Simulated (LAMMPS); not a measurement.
An MD run on a melt of Ni (fcc), 500 atoms, cooled from 2590 K to 300 K at 1e+14 K/s, at zero pressure.

Level of theory: classical MD, pair style meam, file MoCoNiVFeAlCr_2nn.meam, run in LAMMPS.

```yaml
state_found: partly crystallised
density: 8.52 g/cm³ (one sample)
volume_per_atom: 11.4 Å³ (one sample)
enthalpy_per_atom: -4.210 eV (one sample)
first peak of g(r): 2.46 Å, height 5.6
coordination_number: 11.8 (counted to 3.06 Å)
most common Ni-Ni-Ni angle: in the 3° bin centred on 58.5° (mean of all 97°)
mean_frequency_of_the_velocity_spectrum: 6.2 THz
energy above the crystal at 0 K: 0.158 eV/atom
cost: around 10 core-minutes (rough)
```

Potential: file MoCoNiVFeAlCr_2nn.meam of the LAMMPS distribution; its header cites Wang, J., Kwon, H., Kim, H.S. et al. A neural network model for high entropy alloy design. npj Comput Mater 9, 60 (2023).

Caution: the cell keeps the atom count and shape of the starting crystal, which eases freezing.

| r (Å) | g(r) |
|---|---|
| 2.100 | 0.000 |
| 2.140 | 0.001 |
| 2.180 | 0.017 |
| 2.220 | 0.122 |
| 2.260 | 0.479 |
| 2.300 | 1.36 |
| 2.340 | 2.66 |
| 2.380 | 4.18 |
| 2.420 | 5.14 |
| 2.460 | 5.56 |
| 2.500 | 5.09 |
| 2.540 | 4.38 |
| 2.580 | 3.36 |
| 2.620 | 2.58 |
| 2.660 | 1.89 |
| 2.700 | 1.40 |
| 2.740 | 0.937 |
| 2.780 | 0.692 |
| 2.820 | 0.562 |
| 2.860 | 0.425 |
| 2.900 | 0.327 |
| 2.940 | 0.276 |
| 2.980 | 0.261 |
| 3.020 | 0.211 |
| 3.060 | 0.221 |
| 3.100 | 0.238 |
| 3.140 | 0.259 |
| 3.180 | 0.299 |
| 3.220 | 0.313 |
| 3.260 | 0.370 |
| 3.300 | 0.429 |
| 3.340 | 0.485 |
| 3.380 | 0.552 |
| 3.420 | 0.600 |
| 3.460 | 0.660 |
| 3.500 | 0.698 |
| 3.540 | 0.686 |
| 3.580 | 0.708 |
| 3.620 | 0.679 |
| 3.660 | 0.631 |
| 3.700 | 0.610 |
| 3.740 | 0.625 |
| 3.780 | 0.553 |
| 3.820 | 0.579 |
| 3.860 | 0.613 |
| 3.900 | 0.653 |
| 3.940 | 0.705 |
| 3.980 | 0.790 |
| 4.020 | 0.908 |
| 4.060 | 1.04 |
| 4.100 | 1.17 |
| 4.140 | 1.30 |
| 4.180 | 1.43 |
| 4.220 | 1.57 |
| 4.260 | 1.65 |
| 4.300 | 1.72 |
| 4.340 | 1.67 |
| 4.380 | 1.61 |
| 4.420 | 1.49 |
| 4.460 | 1.37 |
| 4.500 | 1.33 |
| 4.540 | 1.25 |
| 4.580 | 1.18 |
| 4.620 | 1.18 |
| 4.660 | 1.19 |
| 4.700 | 1.23 |
| 4.740 | 1.31 |
| 4.780 | 1.35 |
| 4.820 | 1.36 |
| 4.860 | 1.34 |
| 4.900 | 1.28 |
| 4.940 | 1.19 |
| 4.980 | 1.11 |
| 5.020 | 1.01 |
| 5.060 | 0.903 |
| 5.100 | 0.802 |
| 5.140 | 0.748 |
| 5.180 | 0.657 |
| 5.220 | 0.644 |
| 5.260 | 0.593 |
| 5.300 | 0.596 |
| 5.340 | 0.576 |
| 5.380 | 0.600 |
| 5.420 | 0.615 |
| 5.460 | 0.648 |
| 5.500 | 0.697 |
| 5.540 | 0.714 |
| 5.580 | 0.776 |
| 5.620 | 0.813 |
| 5.660 | 0.829 |
| 5.700 | 0.852 |
| 5.740 | 0.914 |
| 5.780 | 0.877 |
| 5.820 | 0.902 |
| 5.860 | 0.912 |
| 5.900 | 0.915 |
| 5.940 | 0.928 |
| 5.980 | 0.979 |
| 6.020 | 0.975 |
| 6.060 | 1.01 |
| 6.100 | 1.02 |
| 6.140 | 1.06 |
